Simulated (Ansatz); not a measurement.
Functionals compared on NH2 on the 1x1 (110) surface of bcc W, one in a 2x2 cell, started at the site 'bridge W-W (span 2.8 Å)', in Ansatz (plane waves, PAW). The structure was relaxed with PBE; the other rows are single points on it, each with its references at the same level. Cutoff 420 eV (500 eV for r2SCAN).

Set-up: 19 atoms, 6.6 Å thick at the start under the adsorbate (thin: gaps and levels are the slab's own); mesh 6x6x1; 0.1 eV smearing; dipole correction on; 8 atoms held, the rest relaxed; start symmetry kept, larger cells not searched; no spin, no spin-orbit, no U, no dispersion correction. At the end it is bonded to 2 W. In PBE it is, or lies within 0.03 eV of, the lowest of the starts that converged. These notes are the PBE run's. Adsorption energies are against NH3(g) − ½ H2(g). A negative adsorption energy means that the adsorbate is more stable on the surface than in its reference.

| functional | adsorption energy (eV) | work function of the top face (eV) | change of the work function (eV) | rough cost of the single point |
|---|---|---|---|---|
| PBE | -1.08 | 3.49 | -1.33 | – |
| RPBE | -0.84 | 3.38 | -1.31 | about 3.0 core-minutes (a rough figure) |
| r2SCAN | -1.26 | 3.51 | -1.38 | about 6 core-minutes (a rough figure) |

Ansatz is an electronic-structure program.
